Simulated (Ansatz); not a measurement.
**A computed series for Ir: response to strain**

Base system: Ir in the fcc (Cu type) structure (space group Fm-3m, No. 225; a = 3.8118 Å; relaxed with 0.1 eV smearing). Axes: x, y, z lie along the cube axes.

Strains are applied to the cell and any free atomic positions relax.

Method: LDA/PAW in Ansatz (a first-principles code), no spin-orbit coupling.

Notes on the quantities. energy relative to the base: free energy F; pressure: mean of the normal stresses, compression positive.

| case | energy relative to the base | shortest interatomic distance | pressure |
|---|---|---|---|
| base | 0 meV/atom | 5.094 bohr | 0.0 GPa |
| tensor shear ε_xy = +0.86 % | +3.7 meV/atom | 5.050 bohr | 0.2 GPa |
| tensor shear ε_xy = +2.00 % | +20 meV/atom | 4.992 bohr | 0.9 GPa |
| tensor shear ε_xy = +1.14 % | +6.5 meV/atom | 5.035 bohr | 0.3 GPa |
| tensor shear ε_xy = +1.71 % | +15 meV/atom | 5.006 bohr | 0.6 GPa |
| tensor shear ε_xy = +0.57 % | +1.6 meV/atom | 5.065 bohr | 0.1 GPa |
| tensor shear ε_xy = +1.43 % | +10 meV/atom | 5.021 bohr | 0.4 GPa |
| tensor shear ε_xy = +0.29 % | [?] | [?] | 0.0 GPa |

**Question.** What belongs in the blanks?

**Answer.** 
- tensor shear ε_xy = +0.29 %, energy relative to the base: +0.4 meV/atom
- tensor shear ε_xy = +0.29 %, shortest interatomic distance: 5.079 bohr

Stability against distortions was not tested. The final runs are not spin-polarised.
